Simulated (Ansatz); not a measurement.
The reference is SiC in the wurtzite structure (space group P6_3mc, No. 186; a = 3.075 Å, c = 5.048 Å). Axes: x lies along a and z along c of the hexagonal cell.

Level of theory: Ansatz (an electronic-structure program) r2SCAN, spin-orbit coupling left out.

For the base:

| Item | Value |
|---|---|
| Shortest interatomic distance | 1.883 Å |

Perturbation: the cell is compressed by 1.12 % along x with no lateral relaxation; the atoms relax in the strained cell.

**Question.** Estimate the effect on the hole mass and shortest interatomic distance.

**Answer.** The hole mass amounts to 0.29 mₑ along x, 2.4 mₑ along y, 1.5 mₑ along z (at Γ); the shortest interatomic distance shrinks by 0.010 Å (1.883 Å → 1.873 Å).

The levels and masses belong to the bands next to the band gap. Effective masses come from finite differences of ±0.01 Å⁻¹. No phonon test of stability was made.
